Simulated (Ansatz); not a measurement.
The reference is MgTe in the zinc blende structure (space group F-43m, No. 216; a = 6.3681 Å). Axes: x, y, z lie along the cube axes.

Computed with plane-wave PAW DFT at the LDA level (Ansatz, a program for electronic structure, 420 eV), scalar-relativistic without spin-orbit coupling.

Base values:

| Property | Result |
|---|---|
| Valence-band top at Γ | 0.00, 0.00, 0.00 eV |
| Electron mass | 0.16 mₑ (at Γ) |
| Valley order | Γ 2.38 eV; X along ⟨100⟩ 2.66 eV; L along ⟨111⟩ 3.17 eV |

The change: tensor shear ε_xy = +0.29 % (engineering shear γ = 0.0058), atoms relaxed at fixed cell.

Problem. What happens to the valence-band top at Γ, electron mass and valley order?

Solution. The valence-band top at Γ (three highest levels, from the VBM) goes from 0.00, 0.00, 0.00 eV to 0.00, -0.02, -0.04 eV; the electron mass is still 0.16 mₑ (at Γ); the valley order (the lowest conduction-band minima on the path, energy above the VBM, named in the base's zone) becomes Γ 2.36 eV; X along [001] 2.64 eV; X along [010] 2.64 eV; L along [1-11] 3.14 eV (base: Γ 2.38 eV; X along ⟨100⟩ 2.66 eV; L along ⟨111⟩ 3.17 eV).

Spin-orbit coupling, missing from the scalar runs, can matter with Te. The levels and masses belong to the bands next to the band gap. The cells carry an imposed strain or load. Masses are band curvatures over ±0.01 Å⁻¹ around the edge. Whether these cells are dynamically stable was not tested.
